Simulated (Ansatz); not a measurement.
Structures of equal composition on the (111) surface of fcc Ni, ferromagnetic: a layer of Ge in place of the second plane; a layer of Ge in place of the third plane. The slabs share one bottom face, and each structure is named by its start. These are constructed structures in small cells; real faces may alloy, dewet or reconstruct in larger ones, and not all known structures of the face are among them. Slabs of about 10 Å with all that they carry, Fermi-Dirac smearing of 0.1 eV. Bottom of the slabs: a bare face, its two planes held. Relaxed from the named starts with such symmetry as they have, on meshes of like density; energies extrapolated to zero smearing; no spin-orbit coupling, no U. Spin-polarised runs, if any, are marked in brackets, and their order is one that fits the cell; the others ran without spin. Where a second, spin-polarised start was run, the lower counts.

Computed with PBE (plane waves to 420 eV, PAW; Ansatz, an electronic-structure program).

**Question.** Order them by energy per 1x1 cell (lowest first) at the level PBE.

**Answer.** a layer of Ge in place of the second plane (0.000 eV [spin, 2.3 μB a cell]), a layer of Ge in place of the third plane (0.050 eV [spin, 2.4 μB a cell])
